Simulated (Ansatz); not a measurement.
# Carrier properties of V₂O₅ (P2_1/m)

Data:

```xyz
14
Lattice="6.2127 0.0000 -0.0006 0.0000 3.5372 0.0000 -0.0180 0.0000 7.0032" Properties=species:S:1:pos:R:3 pbc="T T T"
V      4.5956     0.8843     5.0306
V      1.5991     2.6529     1.9720
V      1.1900     0.8843     6.3129
V      5.0047     2.6529     0.6897
O      4.5861     2.6529     5.6294
O      1.6086     0.8843     1.3732
O      0.2259     0.8843     4.8835
O      5.9688     2.6529     2.1191
O      2.7307     0.8843     5.7796
O      3.4640     2.6529     1.2230
O      0.8773     2.6529     6.7753
O      5.3174     0.8843     0.2273
O      4.1922     0.8843     3.5184
O      2.0025     2.6529     3.4842
```

Computed with PBEsol+D3BJ, rigid bands (plane waves, PAW, scalar-relativistic; Ansatz, an electronic-structure program). Cell: cell and atoms relaxed with PBEsol+d3bj.

The band gap is 1.47 eV, the hole conductivity mass (300 K, dilute) is 4.6 (x), 2.4 (y), 3.8 (z) mₑ and the effective density of states N_v (300 K) comes out as 2.8e20 cm⁻³. The density-of-states mass, holes is 5.0 mₑ and the Seebeck coefficient, p-type 1e19 cm⁻³, 300 K comes out as 499 μV/K.

Rigid bands; masses and Seebeck coefficients take one relaxation time τ for all states and one kind of carrier; polarons and phonon drag are left out. Spin-orbit coupling is left out; where it splits the top of the valence band, N_v and the p-type Seebeck coefficient come out somewhat high without it. Geometry: cell and atoms relaxed with PBEsol+D3(BJ).

Computed structure with no diffraction record at hand here (it may be known, metastable or hypothetical): V2O5 (P2_1/m). Treated as nonmagnetic, magnetic states not searched for: V2O5 (P2_1/m). PBEsol with a dispersion correction tends to overbind, so the cell can be several per cent short, in bad cases over ten, which usually narrows a gap: V2O5 (P2_1/m).
